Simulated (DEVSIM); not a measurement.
# Schottky contact on p-type InP

System: Schottky contact on p-type InP, at 300 K.

| layer (left to right) | material | thickness (μm) | Na (cm⁻³) | τn (s) | τp (s) |
|---|---|---|---|---|---|
| 1 | InP | 19.0 | 3.8e16 | 3.3e-10 | 3.3e-10 |
| 2 | InP | 1.00 | 1.2e18 | 3.3e-10 | 3.3e-10 |

Left contact: Schottky, work function 4.704 eV, emission velocity 1.9e6 cm/s. Right contact: ohmic. Voltage is applied to the left contact. Recombination: SRH at mid-gap. Mobility is μmin + (μ − μmin)/(1 + (N/Nref)^α).

The device is made up for the run: typed textbook-type constants, with dimensions and the other settings drawn at random. Values at 300 K.

```csv
parameter,InP
gap (eV),1.344
affinity (eV),4.38
permittivity,12.5
Nc (cm⁻³),5.7e17
Nv (cm⁻³),1.1e19
μn (cm²/Vs),5200
μp (cm²/Vs),170
"μn,min",400
"μp,min",10
"Nref,n",3e17
"Nref,p",4.9e17
αn,0.47
αp,0.62
```

DEVSIM, 1D drift-diffusion, Boltzmann statistics, complete ionisation; no tunnelling, impact ionisation, image-force lowering or self-heating. Metal contacts follow the ideal Schottky-Mott rule: no Fermi-level pinning, no interface dipoles.

Potential step across the device at zero bias: 0.963 V
Dark forward voltage at 1 A/cm²: 0.641 V
Dark forward voltage at 100 A/cm²: 0.981 V

Small-signal capacitance in reverse bias (quasi-static):

```json
[
 {"V (V)": "0.04", "C (nF/cm²)": "61.6"},
 {"V (V)": "0.1", "C (nF/cm²)": "59.6"},
 {"V (V)": "0.2", "C (nF/cm²)": "56.7"},
 {"V (V)": "0.3", "C (nF/cm²)": "54.2"},
 {"V (V)": "0.4", "C (nF/cm²)": "52.0"},
 {"V (V)": "0.6", "C (nF/cm²)": "48.3"},
 {"V (V)": "0.8", "C (nF/cm²)": "45.2"},
 {"V (V)": "1", "C (nF/cm²)": "42.7"},
 {"V (V)": "1.3", "C (nF/cm²)": "39.6"},
 {"V (V)": "1.6", "C (nF/cm²)": "37.1"},
 {"V (V)": "2", "C (nF/cm²)": "34.4"}
]
```

Dark reverse current:

```tsv
V (V)	J (A/cm²)
0.04	2.6e-9
0.10	5.3e-9
0.20	8.9e-9
0.30	1.2e-8
0.40	1.5e-8
0.60	2.1e-8
0.80	2.6e-8
1.00	3.1e-8
1.30	3.8e-8
1.60	4.5e-8
2.00	5.2e-8
```
